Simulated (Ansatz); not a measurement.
Input for 3C silicon carbide (1 1 1) on wurtzite GaN (0 0 1) (film strained to the substrate, started from cuts of the bulks and a machine-learned relaxation; metallic at this level, with no gap by band count; slabs Ga6N6 and C5Si5, which can lie off the formulas):

Ansatz 0.2 input:
```yaml
crystal:
  lattice:
    - [3.218476, 0.0, -0.013705062]
    - [1.6092385, 2.7872828, -0.048824751]
    - [-0.922313108, -0.886683016, 28.170163972]
  atoms:
    - { symbol: Ga, position: [0.819421209, 0.509831803, 0.051253065] }
    - { symbol: Ga, position: [0.47595529, 0.231205584, 0.1442916] }
    - { symbol: N, position: [0.808967972, 0.551959054, 0.119887029] }
    - { symbol: N, position: [0.487035373, 0.164687953, 0.029535205] }
    - { symbol: Ga, position: [0.806009734, 0.612384051, 0.236827775] }
    - { symbol: Ga, position: [0.479103869, 0.323284479, 0.329039805] }
    - { symbol: N, position: [0.810285291, 0.646107239, 0.30638322] }
    - { symbol: N, position: [0.47125127, 0.267737206, 0.213284613] }
    - { symbol: Ga, position: [0.832068669, 0.693921504, 0.421428666] }
    - { symbol: Ga, position: [0.572359677, 0.373311754, 0.518901135] }
    - { symbol: N, position: [0.88383796, 0.703499624, 0.491542599] }
    - { symbol: N, position: [0.494994537, 0.350829647, 0.398685011] }
    - { symbol: C, position: [0.099992983, 0.645571509, 0.621158921] }
    - { symbol: C, position: [0.469380123, 1.004074615, 0.70858028] }
    - { symbol: C, position: [0.823796331, 0.371602868, 0.79561739] }
    - { symbol: C, position: [0.160907819, 0.749728795, 0.882607104] }
    - { symbol: C, position: [0.490755927, 1.130832842, 0.970542147] }
    - { symbol: Si, position: [0.763142827, 0.304971731, 0.603305977] }
    - { symbol: Si, position: [0.13284435, 0.662613493, 0.689699167] }
    - { symbol: Si, position: [0.488253048, 1.028950907, 0.775642266] }
    - { symbol: Si, position: [0.826924268, 0.406023726, 0.862215741] }
    - { symbol: Si, position: [0.157333604, 0.785904234, 0.94827151] }
basis:
  ecutwfc: 420
  ecutrho_ratio: 4
  xc_grid: 2
kpoints:
  mp_grid: { grid: [8, 8, 1] }
hamiltonian:
  xc: pbe
  dispersion: none
  pseudopotentials: { kind: paw }
scf:
  n_extra_bands: 25
  occupations: { method: fermi_dirac, width: 0.05 }
output:
  forces: true
  stress: true
  eigenstates:
    kpoints:
      - [0, 0, 0]
      - [0.5, 0, 0]
      - [0, 0.5, 0]
      - [0.5, 0.5, 0]
    e_range: [-3.5, 3.5]
    localisation: true
relax:
  f_tol: 0.04
  max_steps: 70
  cell: { fix: [a, b, gamma], stress_tol: 0.3 }
```

Method: PBE (plane waves to 420 eV, PAW; Ansatz, a quantum-chemistry and plane-wave program). Spin–orbit coupling is left out; the runs are not spin-polarised. Its k-point mesh 8×8×1, Fermi–Dirac width 0.05 eV.

Task: Write the closing report of this run, without the band table and long remarks, to eight decimals at most.

Result: 
```
SCF converged after 6 iterations
Free energy (F): -29440.800670 eV
Harris-Foulkes:  -29440.800670 eV  (|F-HF|=2.18e-10)
Internal energy: -29440.794076 eV  (E = F + TS)
E sigma→0 (E₀):  -29440.797373 eV
Entropy (-TS):   -0.006594 eV (-0.300 meV/atom)
Fermi energy:    10.176413 eV
--- Per-component energies (eV) ---
  E_band       = -16.727906
  E_kinetic    = 2129.567132
  E_local      = -46030.869760  (includes V_loc(G=0)·N_el)
  E_nonlocal   = 3098.820470
  E_hartree    = 22393.953456
  E_xc         = -1289.626931
  E_vxc        = -1337.471726  (∫ρ·V_xc dr)
  E_paw        = -15777.997963  (= ΣΔE_a)
  E_vpaw       = -2664.684476  (= ΣTr[D̂ρ^β])
  E_aug_tail   = 0.000398  (compensation charges beyond the density's cutoff)
  E_ewald      = 6035.359123
  E_smearing   = -0.006594  (= −TS)
  E_closure    = 0.000000  (closes the sum)
  Σ components = -29440.800670   (vs F -29440.800670, Δ=0.00e0)
--- Forces (eV/Å), atoms counted from 1 ---
  atom   1  Ga    -0.00040304     0.00017936    -0.00554156
  atom   2  Ga    -0.00042042     0.00030735     0.00103045
  atom   3  N      0.00050667    -0.00035333     0.00100882
  atom   4  N      0.00068636    -0.00025587     0.01191235
  atom   5  Ga    -0.00031292     0.00022975     0.00042029
  atom   6  Ga    -0.00017297     0.00013978     0.00083886
  atom   7  N      0.00045081    -0.00034232    -0.00105966
  atom   8  N      0.00061695    -0.00041098    -0.00005056
  atom   9  Ga    -0.00009343     0.00008442    -0.00006388
  atom  10  Ga    -0.00006484     0.00009028     0.00094203
  atom  11  N      0.00017601    -0.00017745     0.00077281
  atom  12  N      0.00034252    -0.00024713    -0.00109148
  atom  13  C      0.00071210    -0.00033669    -0.00005473
  atom  14  C      0.00021388    -0.00024016    -0.00457219
  atom  15  C      0.00013689    -0.00017627    -0.00125257
  atom  16  C      0.00040165    -0.00034692    -0.00244857
  atom  17  C     -0.00046859     0.00029404     0.00142655
  atom  18  Si    -0.00051014     0.00027100    -0.00016134
  atom  19  Si    -0.00052291     0.00035026    -0.00067128
  atom  20  Si    -0.00037535     0.00037539     0.00432396
  atom  21  Si    -0.00076020     0.00055624     0.00081769
  atom  22  Si    -0.00013952     0.00000958    -0.00652694
  max |Σ_I F_I| component: 9.58e-7 eV/Å
--- Stress (GPa, compression-positive) ---
       -8.243008      -0.012510       0.068466
       -0.012510      -8.275497       0.104672
        0.068466       0.104671       0.141926
  P = ⅓ Tr σ = -5.4589 GPa (-54.589 kbar)
--- Relaxed structure (6 steps of the walk, 6 accepted, 1 SCFs on fresh bases) ---
  F+E_penalty+E_count = -29440.80067022 eV   max|allowed force component| = 1.191e-2 eV/Å   (the final SCF, on the basis selected at the relaxed cell)
  cell:  # Å, volume = 257.0339 Å³
    - [3.21818961, -0.00036946, -0.04506793]
    - [1.60926215, 2.78731331, -0.04623458]
    - [-1.19448639, -0.69453577, 28.67524172]
  atoms:
    - { symbol: Ga, position: [0.81969195, 0.50957728, 0.05358205] }
    - { symbol: Ga, position: [0.51708601, 0.20687712, 0.14558882] }
    - { symbol: N, position: [0.84224675, 0.53198354, 0.12094509] }
    - { symbol: N, position: [0.47809564, 0.16785605, 0.02857078] }
    - { symbol: Ga, position: [0.88104038, 0.57083182, 0.23745875] }
    - { symbol: Ga, position: [0.57841081, 0.26806791, 0.32932953] }
    - { symbol: N, position: [0.90362736, 0.59323728, 0.30486751] }
    - { symbol: N, position: [0.53962909, 0.22927306, 0.21296067] }
    - { symbol: Ga, position: [0.94250267, 0.63194649, 0.42120082] }
    - { symbol: Ga, position: [0.64028523, 0.32939430, 0.51393724] }
    - { symbol: N, position: [0.96523782, 0.65427524, 0.48863538] }
    - { symbol: N, position: [0.60111202, 0.29041109, 0.39676834] }
    - { symbol: C, position: [0.01009523, 0.69865633, 0.62233358] }
    - { symbol: C, position: [0.37249508, 1.06124931, 0.70987764] }
    - { symbol: C, position: [0.73490395, 0.42389610, 0.79754208] }
    - { symbol: C, position: [0.09724572, 0.78654955, 0.88516007] }
    - { symbol: C, position: [0.45997343, 1.14949846, 0.97375079] }
    - { symbol: Si, position: [0.66938440, 0.35779412, 0.59991412] }
    - { symbol: Si, position: [0.03182879, 0.72046899, 0.68767046] }
    - { symbol: Si, position: [0.39420441, 1.08307803, 0.77522626] }
    - { symbol: Si, position: [0.75657582, 0.44573022, 0.86287021] }
    - { symbol: Si, position: [0.11894959, 0.80838234, 0.95051003] }
```

Cost: about 7 core-minutes (a rough figure).
